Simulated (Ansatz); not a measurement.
Take NaI in the rock salt structure (space group Fm-3m, No. 225; a = 6.402 Å) as the base.

All numbers come from Ansatz (a quantum-chemistry and plane-wave program), PBEsol, PAW, cutoff 420 eV, scalar-relativistic without spin-orbit coupling.

For the base:

- Electron mass = 0.26 mₑ (at Γ)
- Pressure = 0.01 GPa
- Band gap = 3.60 eV

Now apply this change: the cell is scaled by 0.9850 in all directions; the atoms relax in the strained cell.

Estimate the effect on the electron mass, pressure and band gap.

The electron mass changes from 0.26 mₑ (at Γ) to 0.25 mₑ (at Γ); the pressure rises by 0.86 GPa to 0.87 GPa; the band gap rises by 0.127 eV (3.60 eV → 3.72 eV).

With I present, leaving out spin-orbit coupling can change the band edges. Effective masses come from finite differences of ±0.01 Å⁻¹. No phonon test of stability was made.
